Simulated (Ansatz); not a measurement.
Reference: InP (F-43m), HSE06, rigid bands (plane waves, PAW, scalar-relativistic; Ansatz, a program for electronic structure); geometry: cell and atoms relaxed with PBEsol.

InP has the cubic space group F-43m (No. 216), the zinc blende structure, Pearson symbol cF8. Cell: a = 5.8788 Å, b = 5.8788 Å, c = 5.8788 Å, α = 90.00°, β = 90.00°, γ = 90.00°. In on 4a is coordinated by 4 P at 2.546 Å (tetrahedral). P on 4d is coordinated by 4 In at 2.546 Å (tetrahedral). (Neighbours: up to the widest gap in distance over summed covalent radii, below 1.35, at either atom; cation-cation and far metal-metal contacts left out.)
(The calculation used a cell of 2 atoms; values per cell refer to that cell.)

* **band gap**: 1.44 eV
* **electron conductivity mass**: 0.095 mₑ
* **Seebeck coefficient, n-type 1e19 cm⁻³**: -61 μV/K

Task: Replace In by B on the same sites and relax. What happens?

Result: BP (F-43m): volume per atom 25.4 to 11.5 Å³; band gap rises (1.44 eV to 1.95 eV); electron conductivity mass rises (0.095 mₑ to 0.32 mₑ); Seebeck coefficient, n-type 1e19 cm⁻³ rises in size (-61 μV/K to -331 μV/K).

Task: Replace In by Al on the same sites and relax. What happens?

Result: AlP (F-43m): volume per atom 25.4 to 20.5 Å³; band gap rises (1.44 eV to 2.28 eV); electron conductivity mass rises (0.095 mₑ to 0.33 mₑ); Seebeck coefficient, n-type 1e19 cm⁻³ rises in size (-61 μV/K to -260 μV/K).

Moves up to 5 % count as about the same. Masses are for dilute carriers at 300 K, harmonic means over directions unless an axis is named. Seebeck coefficients are for the stated density at 300 K, with one relaxation time for all states and whether or not that doping can be reached. Spin-orbit coupling is left out.
